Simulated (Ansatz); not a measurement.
The starting structures come from a database of crystals and need not be the phases stable at ambient conditions.

```
Rb2F6Ge
1.0
    5.96987     0.00000     0.00000
    0.00000     5.96987     0.00000
    2.98493    -2.98493     4.22133
Rb Ge F
2 1 6
Direct
  0.25000   0.25000   0.50000
  0.75000   0.75000   0.50000
  0.00000   0.00000   0.00000
  0.21455   0.78545   0.57090
  0.78545   0.21455   0.42910
  0.78545   0.78545   0.00000
  0.21455   0.21455   0.00000
  0.21455   0.78545   0.00000
  0.78545   0.21455   0.00000
```

Space group of this cell: Fm-3m. The cell is taken as given.

Transport runs along the normal of the first two printed cell vectors, the (001) plane of the conventional cell.

The gap is the functional's own, uncorrected, and κ follows it; spin-orbit coupling is left out. Mid-gap values are interpolated between the computed energies.

### Question
Give the band gap and the smallest decay constant κ at mid-gap that r2SCAN (Ansatz, a program for electronic structure) yields.

### Answer
Gap 7.31 eV on a 8×8×8 mesh; κ = 0.585 1/Å, at the zone centre.
